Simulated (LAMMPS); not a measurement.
LAMMPS 22 Jul 2025, classical MD, EAM (NiAlH_jea.eam.alloy): NiAl, 2662 atoms.

```json
{
  "task": "MD, nve",
  "potential": "EAM, NiAlH_jea.eam.alloy",
  "copies_of_the_repeat_unit": "11×11×11",
  "shape (slab and sphere leave vacuum in the box)": "bulk",
  "steps": "2000",
  "timestep": "2 fs",
  "thermo": "50",
  "newton": "on (default)",
  "atom_modify sort (bins of 2 Å where set)": "1000 (default)",
  "comm_style": "brick (default)",
  "box": "31.8 × 31.8 × 31.8 Å",
  "start": "generated B2 lattice, warmed in an untimed run"
}
```

All runs start from one configuration, warmed at this fixed volume for 1000 steps under a thermostat at 300 K. The run at a skin of 2 Å has a mean temperature of 304 K and a mean pressure of -2.3 GPa.

One run each, on a shared machine, so no times are given.

With neigh_modify every 1 delay 0 check yes, skins of 0.1, 0.3, 0.5, 1, 1.5, 2, 3 Å were run. Further schedules:
- skin 0.3 Å, every 100 delay 0 check no
- skin 1 Å, every 20 delay 0 check no
- skin 1 Å, every 100 delay 0 check no
- skin 1 Å, every 1 delay 10 check yes
- skin 2 Å, every 100 delay 0 check no
- skin 2 Å, every 10 delay 0 check yes
- skin 0.3 Å, every 10 delay 0 check yes

A schedule rebuilds too seldom if it shows a dangerous build, rebuilds less often than the check at every step does at that skin, or fails.

Q: Name the settings that rebuild less often than the motion of the atoms asks.

A: With the check at every step the rebuilds are 887 at 0.1 Å, 313 at 0.3 Å, 183 at 0.5 Å, 47 at 1 Å, 0 at 1.5 Å, 0 at 2 Å, 0 at 3 Å. Too seldom: skin 0.3 Å, every 100 delay 0 check no; skin 1 Å, every 100 delay 0 check no; skin 0.3 Å, every 10 delay 0 check yes.

```
setting                                 rebuilds  dangerous builds  list entries an atom  change of the total energy (meV/atom)
--------------------------------------  --------  ----------------  --------------------  -------------------------------------
skin 0.1 Å, every 1 delay 0 check yes        887                 —                  30.2                                +0.0016
skin 0.3 Å, every 1 delay 0 check yes        313                 —                  31.9                                +0.0016
skin 0.5 Å, every 1 delay 0 check yes        183                 —                  32.8                                +0.0016
skin 1 Å, every 1 delay 0 check yes           47                 —                  55.7                                +0.0016
skin 1.5 Å, every 1 delay 0 check yes          0                 —                  65.4                                +0.0016
skin 2 Å, every 1 delay 0 check yes            0                 —                  82.9                                +0.0016
skin 3 Å, every 1 delay 0 check yes            0                 —                   117                                +0.0016
skin 0.3 Å, every 100 delay 0 check no        20       not counted                  31.9                            under 0.001
skin 1 Å, every 20 delay 0 check no          100       not counted                  55.6                                +0.0016
skin 1 Å, every 100 delay 0 check no          20       not counted                  55.6                                +0.0016
skin 1 Å, every 1 delay 10 check yes          47                 0                  55.7                                +0.0016
skin 2 Å, every 100 delay 0 check no          20       not counted                  82.9                                +0.0016
skin 2 Å, every 10 delay 0 check yes           0                 0                  82.9                                +0.0016
skin 0.3 Å, every 10 delay 0 check yes       200               200                  31.9                                +0.0016
```

Where the energy changes as in the checked runs, the late rebuilds cost nothing that shows in this run. List entries are as LAMMPS prints them (Ave neighs/atom).
